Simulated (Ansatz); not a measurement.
# Response to strain in AlRu

Base system: AlRu in the CsCl type structure (space group Pm-3m, No. 221; relaxed with 0.1 eV smearing).

```
AlRu
1.0
    2.97703     0.00000     0.00000
    0.00000     2.97703     0.00000
    0.00000     0.00000     2.97703
Al Ru
1 1
Cartesian
  1.48852   1.48852   1.48852
  0.00000   0.00000   0.00000
```

Cartesian axes are those of the cell as printed.

Strains are applied to the cell and any free atomic positions relax; under biaxial strain the out-of-plane vector relaxes too.

Calculations: PBEsol (Ansatz, an electronic-structure program, PAW, no SOC).

```tsv
biaxial strain, plane normal [111], relaxed out of plane (%)	out-of-plane strain (%)
-2.5	1.84
-2.08	?
-1.67	1.17
-1.25	0.86
-0.83	0.55
-0.42	0.27
0	0.00
```

Question: Fit ε⊥ = −νε + γε² (strains in %) to the rows shown and predict the withheld row.

Answer: Least squares on the printed values gives ν = 0.63 (the biaxial Poisson response) and γ = 0.042 (largest residual 0.01 %); this predicts 1.49 %, and the run gives 1.49 %, in agreement.

Stability against distortions was not tested. All final runs are without spin polarisation.
